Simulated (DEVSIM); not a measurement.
Structure: Au/Si3N4/n-Ge capacitor, at 250 K.

```csv
layer (left to right),material,thickness (nm),Nd (cm⁻³)
1,Si3N4,7.90,-
2,Ge,15000,1.6e15
```

Metal gate on the left, work function 5.1 eV. Fixed charge at the semiconductor interface 7.5e10 cm⁻² (in units of +e); no interface traps.

Constants are typed, rounded textbook-type inputs, not results; the design itself was drawn at random and stands for no fabricated device. Values at 300 K; Nc and Nv go as T^1.5, mobilities as T to minus their exponent, the gap by Varshni's rule with the affinity fixed.

```tsv
parameter	Si3N4	Ge
gap (eV)	5.1	0.664
affinity (eV)	2.1	4
permittivity	7.5	16
Nc (cm⁻³)	-	1.04e19
Nv (cm⁻³)	-	6e18
Varshni α (eV/K)	-	0.000477
Varshni β (K)	-	235
```

Simulated with DEVSIM: 1D Poisson equation in equilibrium, Boltzmann statistics, complete ionisation; no quantum confinement or tunnelling. Metal contacts follow the ideal Schottky-Mott rule: no Fermi-level pinning, no interface dipoles.

Task: Tabulate band edges, carrier densities and field at 0.65 V on the gate.

Result: Energies count from the Fermi level of the right contact; mesh points crowd at the junctions.

| x (μm) | Ec (eV) | Ev (eV) | n (cm⁻³) | p (cm⁻³) | field (V/cm) |
|---|---|---|---|---|---|
| 0.000 | 2.350 | -2.750 | < 1e2 | < 1e2 | -37000 |
| 0.001495 | 2.345 | -2.756 | < 1e2 | < 1e2 | -37000 |
| 0.004210 | 2.334 | -2.766 | < 1e2 | < 1e2 | -37000 |
| 0.006744 | 2.325 | -2.775 | < 1e2 | < 1e2 | -37000 |
| 0.008542 | 0.420 | -0.263 | 2.7e10 | 2.3e13 | -8800 |
| 0.01124 | 0.418 | -0.265 | 3.0e10 | 2.1e13 | -8800 |
| 0.01798 | 0.412 | -0.271 | 3.9e10 | 1.6e13 | -8700 |
| 0.04483 | 0.389 | -0.293 | 1.1e11 | 5.6e12 | -8200 |
| 0.1018 | 0.346 | -0.337 | 8.5e11 | 7.3e11 | -7100 |
| 0.2443 | 0.262 | -0.420 | 4.1e13 | 1.5e10 | -4600 |
| 0.5999 | 0.189 | -0.494 | 1.3e15 | 5.0e8 | -470 |
| 2.086 | 0.183 | -0.500 | 1.6e15 | 3.9e8 | ≈ 0 |
| 5.199 | 0.183 | -0.500 | 1.6e15 | 3.9e8 | ≈ 0 |
| 10.65 | 0.183 | -0.500 | 1.6e15 | 3.9e8 | ≈ 0 |
| 13.72 | 0.183 | -0.500 | 1.6e15 | 3.9e8 | ≈ 0 |
| 14.49 | 0.183 | -0.500 | 1.6e15 | 3.9e8 | ≈ 0 |
| 14.80 | 0.183 | -0.500 | 1.6e15 | 3.9e8 | ≈ 0 |
| 14.93 | 0.183 | -0.500 | 1.6e15 | 3.9e8 | ≈ 0 |
| 14.98 | 0.183 | -0.500 | 1.6e15 | 3.9e8 | ≈ 0 |
| 15.00 | 0.183 | -0.500 | 1.6e15 | 3.9e8 | ≈ 0 |
| 15.01 | 0.183 | -0.500 | 1.6e15 | 3.9e8 | ≈ 0 |
| 15.01 | 0.183 | -0.500 | 1.6e15 | 3.9e8 | ≈ 0 |
